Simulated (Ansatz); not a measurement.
Consider TiAl (space group P4/mmm, No. 123; relaxed with 0.1 eV smearing).

```yaml
crystal:
  lattice:
    - [2.82407, 0.00000, 0.00000]
    - [0.00000, 2.82407, 0.00000]
    - [0.00000, 0.00000, 4.07475]
  atoms:
    - { symbol: Ti, position: [0.00000, 0.00000, 0.00000] }
    - { symbol: Al, position: [0.50000, 0.50000, 0.50000] }
```

Cartesian axes are those of the cell as printed.

Computed with PBE in Ansatz (plane waves to 420 eV, PAW, no spin-orbit coupling).

Modification: the cell is stretched by 1.00 % along z with no lateral relaxation; the atoms relax in the strained cell.

Q: Predict the stress tensor and what it implies for the stiffness.

A: Stress of the strained cell less that of the base (GPa, compression positive):
```
   -0.8     0.0     0.0
    0.0    -0.8     0.0
    0.0     0.0    -1.7
```

Then −Δσ_ii/ε with ε = 0.0100 gives relaxed-ion elastic constants: C33 ≈ 167 GPa, C13 ≈ 81 GPa and C23 ≈ 81 GPa.

No phonon test of stability was made. The final runs are not spin-polarised.

Ansatz is an electronic-structure program.
